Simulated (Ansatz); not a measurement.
C11b WSi2, treated with r²SCAN+rVV10 (plane waves, PAW; Ansatz, a program for electronic structure).

Numerical settings: plane-wave cutoff 500 eV, 18×18×18 k mesh, Fermi–Dirac smearing 0.05 eV, no spin polarisation, scalar-relativistic PAW data made under PBE.

Computed at the level's own relaxed cell.

**Question.** What does this level give for the volume per atom, lattice parameter a and lattice parameter c?

**Answer.** 
- volume per atom = 13.35 Å³/atom
- lattice parameter a = 3.205 Å
- lattice parameter c = 7.796 Å

Measured, for comparison: lattice constant a 3.214 Å, lattice parameter c 7.831 Å (temperature not stated, no zero-point or thermal correction; as tabulated in Pavlosiuk et al. (2022), arXiv:2202.05362). Computed (rounded) less measured: lattice constant a -0.3 %, lattice parameter c -0.4 %. A static lattice is as a rule a little smaller and stiffer than an uncorrected measurement, which narrows the difference in the lattice parameter c and would widen misses of the other sign.

Spin–orbit coupling is not included.

The computed numbers hold no vibrational or temperature effects.

It cost very roughly 3 core-minutes of CPU time.
